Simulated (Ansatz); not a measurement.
Here is the system:

```
Al2O3
1.0
    2.38693     1.37810     4.33827
   -2.38693     1.37810     4.33827
    0.00000    -2.75619     4.33827
Al O
4 6
Direct
  0.14792   0.14792   0.14792
  0.85208   0.85208   0.85208
  0.35208   0.35208   0.35208
  0.64792   0.64792   0.64792
  0.94414   0.55586   0.25000
  0.05586   0.44414   0.75000
  0.25000   0.94414   0.55586
  0.75000   0.05586   0.44414
  0.55586   0.25000   0.94414
  0.44414   0.75000   0.05586
```

These are r2SCAN, rigid bands (plane waves, PAW, scalar-relativistic; Ansatz, an electronic-structure program) values and carry that method's errors. Condition of this run: functional r2SCAN on the same cell. How the cell was made: cell and atoms relaxed with PBEsol.

Question: Predict the hole conductivity mass (n e² τ/σ) at 300 K, by direction if it differs.

Answer: 4.9 (x), 4.9 (y), 2.0 (z) mₑ.

Question: Predict the electron conductivity mass (n e² τ/σ) at 300 K, by direction if it differs.

Answer: 0.39 (x), 0.39 (y), 0.42 (z) mₑ.

Question: And the band gap?

Answer: 7.03 eV at this level; semilocal functionals usually fall short of the measured gap.

Rigid bands, one relaxation time for all states, no polarons. Spin-orbit coupling is left out; where it splits the top of the valence band it changes the hole mass and lowers the gap by about a third of the splitting. Geometry: cell and atoms relaxed with PBEsol.
